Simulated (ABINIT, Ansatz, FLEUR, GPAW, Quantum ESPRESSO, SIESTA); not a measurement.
Code comparison for Si2W (I4/mmm, 3 atoms in the cell)

Self-consistent single point.

```
CELL_PARAMETERS angstrom
     -1.60736     1.60736     3.90103
      1.60736    -1.60736     3.90103
      1.60736     1.60736    -3.90103
ATOMIC_POSITIONS crystal
  Si 0.33499 0.33499 0.00000
  Si 0.66501 0.66501 0.00000
  W  0.00000 0.00000 0.00000
```

All programs got the same cell, k-point mesh and kind of occupations (in Ansatz's words: kpoints.mp_grid.grid = 12 12 12; scf.occupations.method = fermi_dirac; scf.occupations.width = 0.05 eV); potentials, basis and cutoffs are each program's usual ones.

```
code                                                                                                                                model  pressure (GPa)  largest force (eV/Å)  k-points           cutoff
----------------  -----------------------------------------------------------------------------------------------------------------------  --------------  --------------------  --------  ---------------
Ansatz                                                                                                             PBE, default PAW files            4.08                 0.132       163          default
Quantum ESPRESSO                                                                           PBE, GBRV 1.5 ultrasoft (PBE) pseudopotentials            2.71                 0.136       163            40 Ry
GPAW                                                                                         PBE, GPAW PAW datasets PBE (gpaw-data 1.0.1)            4.85                 0.141       163           600 eV
SIESTA            GGA PBE, numerical atomic orbitals TZP, PseudoDojo PBE standard norm-conserving potentials (rewritten from UPF to PSML)            4.87                 0.101       948      grid 350 Ry
FLEUR                                                                        PBE, all-electron FLAPW (FLEUR), scalar-relativistic valence               –                 0.143       163  Kmax 4.4 1/bohr
ABINIT                                                           PBE, norm-conserving pseudopotentials (PseudoDojo nc-sr-05 PBE standard)            4.17                 0.134       163            74 Ry
```

A dash marks a value that a program does not give, or that is left out as unsure.

The spread over the programs that give each value: pressure within 2.16 GPa; largest force within 0.042 eV/Å.

The starting cell comes from a database of computed structures (which also holds hypothetical and non-ambient phases and stackings), without a prior relaxation at this level. On Ansatz's run: Spin-orbit coupling is off. Spin polarisation is off. In the base run, with a pressure of about 4 GPa the cell is away from its equilibrium volume at this level.

Task: Why do the programs differ, and what cannot be compared?

Result: Differences of this kind can come from the potentials, where these differ, and from what each basis and cutoff leave unconverged. The zero of total energies and Fermi levels follows the potentials and each program's conventions, so they are not compared here. SIESTA uses small atom-centred bases, whose incompleteness enters pressures, forces and empty levels differently from a plane-wave cutoff. FLEUR treats all electrons, but the usual bases taken here (sphere radii, linearisation, local orbitals, empty states) were not tested for convergence, so the values are no reference for the others. Ansatz's pressure is given at a fixed set of plane waves, as the other plane-wave codes print theirs; with its correction for the finite basis it is 4.13 GPa. The programs reduce the same mesh by symmetry to different extents, which changes the work and not the result. In the pressure, Quantum ESPRESSO (by 1.41) lies more than 1 GPa from the median of the plane-wave programs.

Left out of this page: Elk (not drawn, or without a comparable value).

Ansatz is a program for electronic structure.

Keys are those of Ansatz 0.2.
